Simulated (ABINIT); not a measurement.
A self-consistent single point of IrOs (P-6m2, 2 atoms in the cell) with ABINIT.

Level of theory: PBEsol, PAW (JTH v2.0 PBE PAW, files made for PBE) (plane waves; ABINIT).

The change in words: lattice scaled by 0.98. Reference geometry:
```yaml
crystal:
  lattice:
    - [2.80809, 0.00000, 0.00000]
    - [-1.40405, 2.43188, 0.00000]
    - [0.00000, 0.00000, 4.46336]
  atoms:
    - { symbol: Os, position: [0.33333, 0.66667, 0.00000] }
    - { symbol: Ir, position: [0.66667, 0.33333, 0.50000] }
```

Reference input (self-consistent single point, DFT, PBEsol, plane waves, PAW (JTH v2.0 PBE PAW, files made for PBE)): pseudos = [Os.GGA_PBE-JTH.xml, Ir.GGA_PBE-JTH.xml]; ecut = 20 Ha; pawecutdg = 40 Ha; ixc = -116133; occopt = 3; tsmear = 0.1 eV; ngkpt = 13 13 8; nshiftk = 1; shiftk = 0 0 0; potentials = JTH v2.0 PBE PAW; nband = 17; kptopt = 1. This run's input differs from it in these lines:

```diff
@@ -5,5 +5,5 @@
 rprim
-         5.3065309115    0.0000003727    0.0000000000
-        -2.6532657786    4.5955903890    0.0000000000
-         0.0000000000    0.0000000000    8.4345298853
+         5.2003998060    0.0000004440    0.0000000000
+        -2.6002002875    4.5036781199    0.0000000000
+         0.0000000000    0.0000000000    8.2658397034
 natom 2
@@ -13,4 +13,4 @@
 xcart
-        -0.0000001139    1.6212545354    0.0000000000
-         1.4040475567    0.8106273663    2.2316805000
+        -0.0000001356    1.5888292958    0.0000000000
+         1.3759664647    0.7944147654    2.1870470000
       Angstrom
```

Output, abridged:

```
--- !BeginCycle
solver: {iscf: 17, nstep: 80, nline: 4, wfoptalg: 10, }
tolerances: {tolvrs: 1.00E-10, }
...

     iter   Etot(hartree)      deltaE(h)  residm     nres2
 ETOT  1  -91.823782499416    -9.182E+01 1.147E+01 6.635E+00
 ETOT  2  -92.944727305005    -1.121E+00 2.373E-01 4.803E+00
 ETOT  3  -92.936921261661     7.806E-03 6.981E-02 3.581E+00
 ETOT  4  -92.929219148129     7.702E-03 4.307E-02 8.400E-01
 ETOT  5  -92.926864201480     2.355E-03 4.424E-03 9.317E-03
   [... 6 lines left out ...]
 ETOT 12  -92.927017386351     3.618E-10 6.980E-04 7.841E-08
 ETOT 13  -92.927017386237     1.141E-10 1.570E-04 1.150E-08
 ETOT 14  -92.927017386210     2.696E-11 4.920E-04 2.137E-10
 ETOT 15  -92.927017386209     8.669E-13 9.557E-05 9.690E-11
 At SCF step   15       nres2   =  9.69E-11 < tolvrs=  1.00E-10 =>converged.

 Cartesian components of stress tensor (hartree/bohr^3)
  sigma(1 1)=  3.17356533E-04  sigma(3 2)=  0.00000000E+00
  sigma(2 2)=  3.17356531E-04  sigma(3 1)=  0.00000000E+00
  sigma(3 3)=  2.92857801E-04  sigma(2 1)= -1.41972327E-13

 ----iterations are completed or convergence reached----

 reduced coordinates (array xred) for    2 atoms
       0.333333334797      0.666666669561      0.000000000000
       0.666666668130      0.333333336227      0.500000000000
 cartesian forces (eV/Angstrom) at end:
    1     -0.00000000000000    -0.00000000000000    -0.00000000000000
    2      0.00000000000000     0.00000000000000    -0.00000000000000
 frms,max,avg= 1.5372032E-27 2.3058049E-27   0.000E+00  0.000E+00  0.000E+00 e/A
   [... lines left out ...]
 Fermi (or HOMO) energy (eV) =  12.23106   Average Vxc (eV)= -13.41755
   [... lines left out ...]
'-kT*entropy'       : -2.16938504222441E-03
total_energy        : -9.29270164007032E+01
total_energy_eV     : -2.52867271424405E+03
...

-Cartesian components of stress tensor (GPa)         [Pressure= -9.0967E+00 GPa]
- sigma(1 1)=  9.33694997E+00  sigma(3 2)=  0.00000000E+00
- sigma(2 2)=  9.33694994E+00  sigma(3 1)=  0.00000000E+00
- sigma(3 3)=  8.61617254E+00  sigma(2 1)= -4.17696935E-09

 Calculation completed.
```

The run converged in 15 iterations. 

The starting cell comes from a database of computed structures (which also holds hypothetical and non-ambient phases and stackings), without a prior relaxation at this level. Its lattice was rescaled by a random factor within 2.5 % of one. For this run, on top of that: lattice scaled by 0.98. Spin polarisation is off. The potentials were made for another functional than the one used. With a pressure of about -9 GPa the cell is away from its equilibrium volume at this level.

These are the values that this program gave, and no reference: the one-centre exchange-correlation terms come from a truncated expansion.

Cost on one core of a shared machine: roughly 2 min.
